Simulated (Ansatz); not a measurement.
## LuI3 in the ReO3 type structure (space group Pm-3m, No. 221; a hypothetical phase, not in the database extracts checked)

```
LuI3
1.0
    5.84382     0.00000     0.00000
    0.00000     5.84382     0.00000
    0.00000     0.00000     5.84382
Lu I
1 3
Direct
  0.00000   0.00000   0.00000
  0.50000   0.00000   0.00000
  0.00000   0.00000   0.50000
  0.00000   0.50000   0.00000
```

Computed with Ansatz (a first-principles code) PBEsol, without spin-orbit coupling. Γ-centred 6×6×6 mesh, Fermi–Dirac width 0.05 eV.

| Quantity | Result |
|---|---|
| Volume per atom | 49.89 Å³ |
| Density | 4.62 g/cm³ |
| Band gap | 2.16 eV, indirect, R → Γ |
| Lowest conduction-band minima above the VBM | Γ 2.16 eV |
| Total energy | -9228.237 eV/atom (σ→0; compares only within this code and set-up) |

Spin-orbit coupling, missing from the scalar runs, can matter with I. Stability against distortions was not tested.
